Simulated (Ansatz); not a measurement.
Base system: MgS in the rock salt structure (space group Fm-3m, No. 225).

```yaml
crystal:
  lattice:
    - [0.00000, 2.59100, 2.59100]
    - [2.59100, 0.00000, 2.59100]
    - [2.59100, 2.59100, 0.00000]
  atoms:
    - { symbol: Mg, position: [0.00000, 0.00000, 0.00000] }
    - { symbol: S, position: [0.50000, 0.50000, 0.50000] }
```

Cartesian axes are those of the cell as printed.

All numbers come from Ansatz (an electronic-structure program) PBEsol, no SOC.

Base values:

| Quantity | Value |
|---|---|
| Electron mass | 0.53 mₑ along k, 0.29 mₑ across (at X) |
| Valence-band top at Γ | 0.00, 0.00, 0.00 eV |
| Smallest direct gap | 3.69 eV |

One thing is altered: compressive biaxial strain of 1.00 % in the plane normal to [001], as in epitaxy on a mismatched substrate; the out-of-plane cell vector and the atoms relax.

Problem. How does this affect the electron mass?

Solution. The electron mass becomes 0.52 mₑ along k, 0.29 mₑ across (at X) (base: 0.53 mₑ along k, 0.29 mₑ across (at X)).

Problem. Predict the new valence-band top at Γ.

Solution. The valence-band top at Γ (three highest levels, from the VBM) goes from 0.00, 0.00, 0.00 eV to 0.00, -0.07, -0.07 eV.

Problem. Predict the new smallest direct gap.

Solution. The smallest direct gap grows by 0.07 eV, from 3.69 eV to 3.76 eV.

Problem. What does the calculation give for the out-of-plane strain after the change?

Solution. The out-of-plane strain comes out as +0.55 %.

Masses are band curvatures over ±0.01 Å⁻¹ around the edge. Along k means along the line from Γ to the band edge. Whether these cells are dynamically stable was not tested.
